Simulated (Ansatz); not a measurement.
The parent structure is AlRu in the CsCl type structure (space group Pm-3m, No. 221; a = 2.9545 Å; relaxed with 0.1 eV smearing). Axes: x, y, z lie along the cube axes.

Method: LDA/PAW in Ansatz (a program for electronic structure), no spin-orbit coupling.

Before the change:

| Item | Result |
|---|---|
| Pressure | 0.0 GPa |
| Shortest interatomic distance | 2.559 Å |

The change: the cell is compressed by 1.50 % along z with no lateral relaxation, atoms relaxed at fixed cell.

### Question
Predict the new energy relative to the base.

### Answer
The energy grows by 3.3 meV/atom.

### Question
What does the calculation give for the pressure after the change?

### Answer
The pressure (mean of the normal stresses, compression positive) goes from zero to 3.6 GPa.

### Question
Estimate the effect on the shortest interatomic distance.

### Answer
The shortest interatomic distance falls by 0.013 Å to 2.546 Å.

The cells carry an imposed strain or load. Whether these cells are dynamically stable was not tested. The final runs are not spin-polarised.
